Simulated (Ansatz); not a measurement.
**Response to strain in hypothetical CsCl type NaI**

The parent structure is NaI in the CsCl type structure (space group Pm-3m, No. 221; a hypothetical phase, not in the database extracts checked).

```
CELL_PARAMETERS angstrom
      4.06205     0.00000     0.00000
      0.00000     4.06205     0.00000
      0.00000     0.00000     4.06205
ATOMIC_POSITIONS crystal
  Na 0.00000 0.00000 0.00000
  I  0.50000 0.50000 0.50000
```

Cartesian axes are those of the cell as printed.

Strains are applied to the cell and any free atomic positions relax; under biaxial strain the out-of-plane vector relaxes too; under stress the whole cell relaxes.

Levels (all Ansatz, a program for electronic structure, PAW): PBE (420 eV, scalar-relativistic without spin-orbit coupling); r2SCAN (500 eV, no SOC).

The base cell above is that of PBE; each level relaxes its own structures.

| case | shift of the gap caused by the change, PBE | shift of the gap caused by the change, r2SCAN |
|---|---|---|
| biaxial strain −1.10 %, plane normal [001], relaxed out of plane | 0.00 eV | +0.01 eV |
| biaxial strain +1.23 %, plane normal [001], relaxed out of plane | -0.09 eV | -0.10 eV |
| biaxial strain +1.56 %, plane normal [001], relaxed out of plane | -0.11 eV | -0.13 eV |
| biaxial strain +3.24 %, plane normal [110], relaxed out of plane | -0.09 eV | -0.11 eV |
| isotropic strain +0.72 % | -0.03 eV | -0.04 eV |
| isotropic strain +1.29 % | -0.05 eV | -0.07 eV |
| uniaxial strain ε_yy = +1.49 % | -0.06 eV | -0.06 eV |
| uniaxial strain ε_zz = −0.80 % | -0.02 eV | -0.02 eV |
| uniaxial stress, 2 GPa compression along z | -0.15 eV | -0.13 eV |
| uniaxial stress, 0.5 GPa tension along x | -0.04 eV | -0.04 eV |

The two levels differ by at most about 0.02 eV. Near ties aside, they put the cases in the same order.

Spin-orbit coupling, missing from the scalar runs, can matter with I. Beyond what the load breaks, stability against distortions was not tested.
